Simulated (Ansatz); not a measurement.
Start from ZnS in the wurtzite structure (space group P6_3mc, No. 186; a = 3.738 Å, c = 6.143 Å). Axes: x lies along a and z along c of the hexagonal cell.

Calculations: LDA (Ansatz, a program for electronic structure; PAW; 420 eV plane waves; no spin-orbit coupling).

Base values:

The valence-band top at Γ comes out as 0.00, 0.00, -0.10 eV and the pressure is 0.0 kbar.

Modification: the cell is stretched by 0.60 % along x with no lateral relaxation; the atoms relax in the strained cell.

Problem. Estimate the effect on the valence-band top at Γ.

Solution. The valence-band top at Γ (three highest levels, from the VBM) goes from 0.00, 0.00, -0.10 eV to 0.00, -0.03, -0.10 eV.

Problem. What does the calculation give for the pressure after the change?

Solution. The pressure (mean of the normal stresses, compression positive) goes from zero to -5.0 kbar.

The levels and masses belong to the bands next to the band gap. Stability against distortions was not tested.
